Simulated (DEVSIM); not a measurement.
Device: abrupt Si p-n junction, at 250 K.

Layer 1 from the left is Si, thickness (μm) 93.0, Na (cm⁻³) 1.7e17, τn (s) 0.00028, τp (s) 0.00028. Layer 2 from the left is Si, thickness (μm) 1.90, Nd (cm⁻³) 3.8e16, τn (s) 0.00028, τp (s) 0.00028.

Left contact: ohmic. Right contact: ohmic. Voltage is applied to the left contact. Recombination: SRH at mid-gap, radiative, Auger. Mobility is μmin + (μ − μmin)/(1 + (N/Nref)^α).

The device is made up for the run: typed textbook-type constants, with dimensions and the other settings drawn at random. Values at 300 K; Nc and Nv go as T^1.5, mobilities as T to minus their exponent, the gap by Varshni's rule with the affinity fixed.

Si: gap (eV) 1.124, affinity (eV) 4.05, permittivity 11.7, Nc (cm⁻³) 2.86e19, Nv (cm⁻³) 3.1e19, μn (cm²/Vs) 1417, μp (cm²/Vs) 470, μn,min 52, μp,min 45, Nref,n 9.7e16, Nref,p 2.2e17, αn 0.68, αp 0.72, T exponent of μn 2.3, T exponent of μp 2.2, B (cm³/s) 4.7e-15, Cn (cm⁶/s) 2.8e-31, Cp (cm⁶/s) 9.9e-32, Varshni α (eV/K) 0.000473, Varshni β (K) 636.

Model (solved in DEVSIM): 1D drift-diffusion, Boltzmann statistics, complete ionisation; no tunnelling, impact ionisation, image-force lowering or self-heating.

Dark forward current:

| |V| (V) | |J| (A/cm²) |
|---|---|
| 0.20 | 2.259e-11 |
| 0.25 | 2.112e-10 |
| 0.30 | 2.084e-9 |
| 0.35 | 2.095e-8 |
| 0.40 | 2.120e-7 |
| 0.45 | 2.149e-6 |
| 0.50 | 2.180e-5 |
| 0.55 | 0.0002211 |
| 0.60 | 0.002242 |
| 0.65 | 0.02271 |
| 0.70 | 0.2281 |
| 0.75 | 2.138 |
| 0.80 | 13.66 |
| 0.85 | 43.24 |
| 0.90 | 86.02 |
| 0.95 | 136.9 |
| 1.00 | 194.1 |
| 1.05 | 256.6 |
| 1.10 | 324.5 |
| 1.15 | 397.8 |
| 1.20 | 476.6 |
| 1.25 | 561.2 |
| 1.30 | 651.9 |
| 1.35 | 748.8 |
| 1.40 | 852.2 |
| 1.45 | 962.4 |

Task: Work out the local ideality factor n = ΔV / (kT/q · ln(J2/J1)) between the rows 0.20 and 0.25 V, 0.45 and 0.50 V, 1.40 and 1.45 V.

Result: kT/q = 21.54 mV. From 0.20 to 0.25 V: ln(2.112e-10/2.259e-11) = 2.235, n = 1.04, near the 1 of diffusion or emission over a barrier. From 0.45 to 0.50 V: ln(2.180e-5/2.149e-6) = 2.317, n = 1.00, near the 1 of diffusion or emission over a barrier. From 1.40 to 1.45 V: ln(962.4/852.2) = 0.122, n = 19.09.

Task: Estimate the current at 0.45 V from the Shockley equation with J0 = Σ q ni² D/(N L) coth(W/L), τ joining the SRH, radiative and Auger lifetimes that are on, and W taken as the whole layer.

Result: ni² = 6.36e15 cm⁻⁶; electrons in the p layer: μ = 921 cm²/Vs, D = 19.8 cm²/s, τ = 0.000138 s, L = 524 μm, W/L = 0.18, term 1.29e-17 A/cm²; holes in the n layer: μ = 562 cm²/Vs, D = 12.1 cm²/s, τ = 0.000241 s, L = 540 μm, W/L = 0.0035, term 1.71e-15 A/cm². J0 = 1.72e-15 A/cm², and J = J0 exp(qV/kT) = 2.04e-6 A/cm². The simulation gives 2.15e-6 A/cm²; the estimate lies 5.2 % below. The estimate leaves out recombination in the depletion region and that region's share of W.
